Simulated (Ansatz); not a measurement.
Take BP in the zinc blende structure (space group F-43m, No. 216; a = 4.491 Å) as the base. Axes: x, y, z lie along the cube axes.

The values are results of LDA in Ansatz (plane waves to 420 eV, PAW, scalar-relativistic without spin-orbit coupling), not measurements.

Strains are applied to the cell and any free atomic positions relax; under biaxial strain the out-of-plane vector relaxes too.

One change was made to it. Results:

| quantity | base | after |
|---|---|---|
| valence-band top at Γ (three highest levels, from the VBM) | 0.00, 0.00, 0.00 eV | 0.00, 0.00, -0.31 eV |
| volume per atom | 11.32 Å³ | 10.97 Å³ |

Task: What was done to the base?
A) biaxial strain +0.50 %, plane normal [001], relaxed out of plane
B) biaxial strain −1.50 %, plane normal [001], relaxed out of plane
C) biaxial strain −3.00 %, plane normal [001], relaxed out of plane
D) biaxial strain +1.00 %, plane normal [001], relaxed out of plane
E) biaxial strain −2.00 %, plane normal [001], relaxed out of plane

Result: E, biaxial strain −2.00 %, plane normal [001], relaxed out of plane. For comparison, the valence-band top at Γ in the other runs: biaxial strain +1.00 %, plane normal [001], relaxed out of plane gives 0.00, -0.14, -0.14 eV; biaxial strain +0.50 %, plane normal [001], relaxed out of plane gives 0.00, -0.07, -0.07 eV; biaxial strain −1.50 %, plane normal [001], relaxed out of plane gives 0.00, 0.00, -0.23 eV; biaxial strain −3.00 %, plane normal [001], relaxed out of plane gives 0.00, 0.00, -0.47 eV.

The levels and masses belong to the bands next to the band gap. Whether these cells are dynamically stable was not tested.

Ansatz is an electronic-structure program.
